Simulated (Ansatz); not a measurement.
Consider SiC in the zinc blende structure (space group F-43m, No. 216; a = 4.357 Å). Axes: x, y, z lie along the cube axes.

Method: Ansatz (a first-principles code), r2SCAN, PAW, cutoff 500 eV, without spin-orbit coupling, earlier PAW set.

For the base:

The valley order is X along ⟨100⟩ 1.71 eV.

The change: a pure shear with ε_yz = ε_zy = 0.0066, atoms relaxed at fixed cell.

### Question
How does this affect the valley order?

### Answer
The valley order (the lowest conduction-band minima on the path, energy above the VBM, named in the base's zone) becomes X along [100] 1.64 eV; X along [001] 1.65 eV (base: X along ⟨100⟩ 1.71 eV).

### Question
Predict the new stress.

### Answer
The stress (xx, yy, zz, yz, xz, xy; compression positive) is (0.00, 0.04, 0.04, -3.45, 0.00, 0.00) GPa.

The levels and masses belong to the bands next to the band gap. The cells carry an imposed strain or load. Whether these cells are dynamically stable was not tested.
